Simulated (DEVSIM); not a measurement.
Device: TaN/SiO2/n-Ge capacitor, at 450 K.

Layer 1 from the left is SiO2, thickness (nm) 2.60. Layer 2 from the left is Ge, thickness (nm) 2200, Nd (cm⁻³) 7.1e16.

Metal gate on the left, work function 4.4 eV. Fixed charge at the semiconductor interface 1.9e12 cm⁻² (in units of +e); no interface traps.

Constants are typed, rounded textbook-type inputs, not results; the design itself was drawn at random and stands for no fabricated device. Values at 300 K; Nc and Nv go as T^1.5, mobilities as T to minus their exponent, the gap by Varshni's rule with the affinity fixed.

SiO2: gap (eV) 9, affinity (eV) 0.9, permittivity 3.9. Ge: gap (eV) 0.664, affinity (eV) 4, permittivity 16, Nc (cm⁻³) 1.04e19, Nv (cm⁻³) 6e18, Varshni α (eV/K) 0.000477, Varshni β (K) 235.

Estimate by hand the flat-band voltage, the threshold voltage, and compare with a numerical solution.


- Flat-band voltage: C = 1.33 μF/cm², work-function difference 0.183 V; VFB = φms − qNf/C = -0.05 V; numerical -0.05 V.
- Threshold voltage: φF = 0.096 V, depletion charge √(4εqNφF) = 7.85e-8 C/cm²; VT = VFB − 2φF − Qd/C = -0.30 V; numerical -0.30 V.

Model (solved in DEVSIM): 1D Poisson equation in equilibrium, Boltzmann statistics, complete ionisation; no quantum confinement or tunnelling. Metal contacts follow the ideal Schottky-Mott rule: no Fermi-level pinning, no interface dipoles.
